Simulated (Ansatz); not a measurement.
Partial pair distribution functions of a relaxed model of amorphous C₅₄Ti₆, broadened by 0.06 Å; density 2.39 g/cm³. Method: PBE, scalar-relativistic without spin-orbit coupling (plane waves to 420 eV, PAW; Ansatz, an electronic-structure program).

Preparation: random packing, a CHGNet melt and quench, and a DFT relaxation. The hot cell started wider than the set density and was brought back towards it in steps. It is the lowest in DFT energy of 2 quenches. It is a model cell: composition and starting density were chosen by hand, and all elements were melted together. No dispersion term was used. Its density started from a set value of 2.30 and ended at 2.39 g/cm³. The quench (nominally 660 K/ps over its main leg) was far faster than any real one, so the model tends to hold more defects than a real film. A cell of this size samples the disorder only roughly. The volume was free in the relaxation, at fixed shape. Stress components on the final sampling reach 1.5 GPa. On a 2×2×2 Γ-centred mesh force components of up to 0.29 eV/Å stay, since the relaxation ran on one k-point at (1/4, 1/4, 1/4).

```
r (Å)  g C-C  g C-Ti
-----  -----  ------
1.10    0.02    0.00
1.20    0.36    0.00
1.30    1.99    0.00
1.40    5.85    0.00
1.50    3.58    0.00
1.60    0.41    0.00
1.70    0.01    0.00
1.80    0.00    0.01
1.90    0.00    0.22
2.00    0.00    1.25
2.10    0.00    2.46
2.20    0.11    2.22
2.30    0.65    2.91
2.40    1.88    2.58
2.50    2.25    1.31
2.60    1.51    0.77
2.70    0.70    0.47
2.80    0.68    0.46
2.90    0.89    0.37
3.00    0.71    0.74
3.10    0.89    1.41
3.20    0.89    1.24
3.30    0.72    1.48
3.40    0.64    0.96
3.50    0.88    0.71
3.60    1.15    1.22
3.70    1.17    1.09
3.80    1.25    0.75
3.90    1.11    1.00
4.00    1.03    0.90
4.10    0.97    0.69
4.20    1.03    0.97
4.30    0.98    1.14
```

Within 1.70 Å each C has 2.56 C neighbours on average.
